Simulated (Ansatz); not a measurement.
Consider Ir in the fcc (Cu type) structure (space group Fm-3m, No. 225; a = 3.831 Å; relaxed with 0.1 eV smearing). Axes: x, y, z lie along the cube axes.

Level of theory: PBEsol (Ansatz, an electronic-structure program; PAW; 420 eV plane waves; without spin-orbit coupling).

For the base:

| Quantity | Value |
|---|---|
| Pressure | 0.0 GPa |
| Shortest interatomic distance | 270.9 pm |

One thing is altered: tensor shear ε_xy = +2.00 % (engineering shear γ = 0.0400); the atoms relax in the strained cell.

What does the calculation give for the energy relative to the base, pressure and shortest interatomic distance after the change?

The energy goes up by 20 meV/atom; the pressure (mean of the normal stresses, compression positive) goes from zero to 0.8 GPa; the shortest interatomic distance shrinks by 5.4 pm, from 270.9 pm to 265.5 pm.

Stability against distortions was not tested. The final runs are not spin-polarised.
